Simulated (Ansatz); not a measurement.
## GaAs, response to strain

Consider GaAs in the zinc blende structure (space group F-43m, No. 216; a = 5.603 Å). Axes: x, y, z lie along the cube axes.

Strains are applied to the cell and any free atomic positions relax.

The values are results of LDA (Ansatz, a first-principles code, PAW, no spin-orbit coupling), not measurements.

Notes on the quantities. pressure: mean of the normal stresses, compression positive.

```json
[
 {"case": "base", "volume per atom": "21.98 Å³", "band gap": "0.49 eV", "pressure": "0.01 GPa"},
 {"case": "uniaxial strain ε_zz = −3.00 %", "volume per atom": "21.33 Å³", "band gap": "0.60 eV", "pressure": "2.42 GPa"},
 {"case": "uniaxial strain ε_zz = −1.50 %", "volume per atom": "21.66 Å³", "band gap": "0.54 eV", "pressure": "1.17 GPa"},
 {"case": "uniaxial strain ε_zz = −1.00 %", "volume per atom": "21.77 Å³", "band gap": "0.53 eV", "pressure": "0.77 GPa"},
 {"case": "uniaxial strain ε_zz = −0.50 %", "volume per atom": "21.87 Å³", "band gap": "0.51 eV", "pressure": "0.39 GPa"},
 {"case": "uniaxial strain ε_zz = +0.50 %", "volume per atom": "22.09 Å³", "band gap": "0.44 eV", "pressure": "-0.36 GPa"},
 {"case": "uniaxial strain ε_zz = +1.50 %", "volume per atom": "22.31 Å³", "band gap": "0.34 eV", "pressure": "-1.06 GPa"},
 {"case": "uniaxial strain ε_zz = +2.00 %", "volume per atom": "22.42 Å³", "band gap": "___", "pressure": "___"},
 {"case": "uniaxial strain ε_zz = +2.50 %", "volume per atom": "22.53 Å³", "band gap": "0.25 eV", "pressure": "-1.73 GPa"},
 {"case": "uniaxial strain ε_zz = +3.00 %", "volume per atom": "22.64 Å³", "band gap": "___", "pressure": "-2.05 GPa"}
]
```

Q: What belongs in the blanks?

A: 
- uniaxial strain ε_zz = +2.00 %, band gap: 0.30 eV
- uniaxial strain ε_zz = +2.00 %, pressure: -1.40 GPa
- uniaxial strain ε_zz = +3.00 %, band gap: 0.20 eV

Stability against distortions was not tested. The zero or small gap of GaAs under uniaxial strain ε_zz = +2.00 %, GaAs under uniaxial strain ε_zz = +2.50 % and GaAs under uniaxial strain ε_zz = +3.00 % can change with the level of theory.
